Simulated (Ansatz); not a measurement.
A hypothetical phase is included: elements placed on a structure type, which no database files for this compound.

By PBEsol, the system below comes out a metal.

```xyz
3
Lattice="5.0184 0.0000 0.0000 -2.5092 4.3461 0.0000 0.0000 0.0000 3.0255" Properties=species:S:1:pos:R:3 pbc="T T T"
Mg     0.0000     0.0000     0.0000
Mg     0.0000     2.8974     1.5127
Mg     2.5092     1.4487     1.5127
```

The cell was relaxed by PBE-D3(BJ); by PBEsol it stands under a pressure of 1.4 GPa.

The current flows along the normal of the first two printed cell vectors, the (001) plane of the conventional cell. No spin-orbit coupling; the value is a mean over 0.1 eV about the Fermi level.

Problem. Predict the ballistic conductance per area from PBEsol in Ansatz (a program for electronic structure).

Solution. 0.81 × 10¹⁵ S/m² for both spins.
